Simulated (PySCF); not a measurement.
PySCF 2.14.0, TPSSH/def2-svp, df: Al(Me)(OMe)(nPr) (CC[CH2][Al]([CH3])[O]C), 20 atoms. The geometry is a generated start, not checked to be a minimum at this level.

| Property | Value |
|---|---|
| task | energy |
| method | tpssh |
| basis | def2-svp |
| two-electron scheme | density fitting |
| mol.max_memory | 3000 MB |
| mf.max_cycle | 100 |
| mf.conv_tol | 1e-09 (default) |
| mf.grids.level | 3 (default) |
| basis functions | 167 |
| grid points | 231360 |

```xyz
20

Al     0.0136    -0.6276     0.9536
C     -0.2235    -0.1490     2.8791
H     -0.5396    -1.0049     3.4793
H     -0.9766     0.6271     3.0003
H      0.7003     0.2188     3.3312
O      1.1200    -1.7805     0.5225
C      2.0678    -2.7550     0.1977
H      2.3308    -3.3328     1.0874
H      1.6675    -3.4342    -0.5605
H      2.9724    -2.2831    -0.1958
C     -1.0428     0.3159    -0.4806
C     -0.2528     1.4051    -1.2237
C     -1.1397     2.1879    -2.1876
H     -1.9123     0.7905    -0.0060
H     -1.4513    -0.3747    -1.2304
H      0.1909     2.0984    -0.5032
H      0.5698     0.9458    -1.7803
H     -1.5925     1.5212    -2.9200
H     -0.5625     2.9418    -2.7198
H     -1.9392     2.6893    -1.6433
```

With the defaults (mf.DIIS = CDIIS, mf.diis = true, mf.damp = 0, mf.diis_start_cycle = 1, mf.level_shift = 0, mf.diis_space = 8, mf.init_guess = minao) it converges in 13 Fock builds. One run each on 2 threads, 1 BLAS thread, with these changes:
- mf.level_shift = 0.1 Hartree
- mf.DIIS = EDIIS
- mf.diis_space = 3
- mf.diis = false
- mf.init_guess = huckel
- mf.diis_space = 20
- mf.init_guess = mod_huckel
- mf.damp = 0.3, mf.diis_start_cycle = 4
- mf.damp = 0.7, mf.diis_start_cycle = 8

Problem. Which runs fail or end elsewhere than the default run?

Solution. No convergence: mf.DIIS = EDIIS; mf.diis = false (the run ends without SCF convergence in 100 cycles). The rest reach the solution of the defaults.

| setting | Fock builds | end |
|---|---|---|
| the defaults | 13 | same solution |
| mf.level_shift = 0.1 Hartree | 13 | same solution |
| mf.diis_space = 20 | 13 | same solution |
| mf.damp = 0.7, mf.diis_start_cycle = 8 | 15 | same solution |
| mf.init_guess = mod_huckel | 15 | same solution |
| mf.damp = 0.3, mf.diis_start_cycle = 4 | 16 | same solution |
| mf.diis_space = 3 | 20 | same solution |
| mf.init_guess = huckel | 20 | same solution |
| mf.DIIS = EDIIS | 101 | no convergence |
| mf.diis = false | 101 | no convergence |
